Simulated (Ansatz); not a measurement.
System: TiAl3 (I4/mmm, No. 139). Method: r²SCAN in Ansatz (PAW).

Run with plane-wave cutoff 500 eV, 20×20×20 k mesh, Fermi–Dirac smearing 0.1 eV, no spin polarisation, scalar-relativistic PAW data made under PBE.

Computed at the level's own relaxed cell.

Task: Give the computed volume per atom, equilibrium lattice constant a and c axis length.

Result: 
* **volume per atom**: 15.66 Å³/atom
* **equilibrium lattice constant a**: 3.826 Å
* **c axis length**: 8.554 Å

The run finds no gap.

Measured, for comparison: equilibrium volume per atom 15.93 Å³/atom (temperature not stated, no zero-point or thermal correction; as tabulated in P. Norby and A. Norlund Christensen, Acta Chemica Scandinavica A40, 157 (1986)). Computed (rounded) less measured: equilibrium volume per atom -1.7 %. A static lattice is as a rule a little smaller and stiffer than an uncorrected measurement, which narrows the difference in the equilibrium volume per atom and would widen misses of the other sign.

The computed numbers hold no vibrational or temperature effects.

It cost very roughly 6 core-minutes of CPU time.

Ansatz is an electronic-structure program.
